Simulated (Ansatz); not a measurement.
Data:

```yaml
crystal:
  lattice:
    - [4.05181, 0.00000, 0.00000]
    - [-2.02590, 3.50897, 0.00000]
    - [0.00000, 0.00000, 6.60489]
  atoms:
    - { symbol: Cd, position: [0.33333, 0.66667, 0.99945] }
    - { symbol: Cd, position: [0.66667, 0.33333, 0.49945] }
    - { symbol: S, position: [0.33333, 0.66667, 0.37535] }
    - { symbol: S, position: [0.66667, 0.33333, 0.87535] }
```

A single point on CdS with a change (pressure 7 GPa), its geometry relaxed with PBE.

Calculations: plane-wave PAW DFT at the PBE level (Ansatz, a program for electronic structure, 420 eV), spin-orbit coupling included, earlier PAW set. Settings: 9×9×5 k-points, 0.05 eV Fermi–Dirac smearing.

Problem. Predict the band gap, width of the top valence band and valence-band top at Γ.

Solution. Band gap: 1.33 eV
Width of the top valence band: 1.88 eV
Valence-band top at Γ (three highest Kramers pairs, from the VBM): 0.00, -0.02, -0.08 eV

Single points use the geometry relaxed with PBE. Load acts through the strain it causes; cell and atoms are relaxed under it. Whether these cells are dynamically stable was not tested. Measured, CdS leaves this structure (for rock salt) near 2.54 GPa (temperature not stated; as listed in Datta, Sujoy, Jana, Debnarayan, arXiv (2020)), on rising pressure, with hysteresis. The cell was made from CdS in the wurtzite structure (space group P6_3mc, No. 186) by this change: pressure 7 GPa.
